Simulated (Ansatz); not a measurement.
**TaC (R-3m): band-structure transport figures**

Input:

```
CELL_PARAMETERS angstrom
     -0.00777     2.21435     2.21435
      2.21435    -0.00777     2.21435
      2.21435     2.21435    -0.00777
ATOMIC_POSITIONS crystal
  Ta 0.00000 0.00000 0.00000
  C  0.50000 0.50000 0.50000
```

Level of theory: PBEsol, rigid bands (plane waves, PAW, scalar-relativistic; Ansatz, a program for electronic structure). Condition of this run: uniaxial stress along [111] of 2 GPa (compression positive) (the target of the relaxation). Cell: cell and atoms relaxed with PBEsol, then loaded as said.

```yaml
density of states at the Fermi level: 0.616 states/(eV·cell), both spins
bare Sommerfeld coefficient: 0.73 mJ/(mol of atoms·K²)
drude_plasma_energy: 8.3 eV
root-mean-square Fermi velocity: 9.7e5 m/s
resistivity times τ: 7.1 ×10⁻²² Ω·m·s
```

A metal at this level (no band gap); rigid bands, thermally averaged at 300 K, both spins. Spin-orbit coupling is left out, which matters with elements this heavy. τ is one relaxation time for all states.
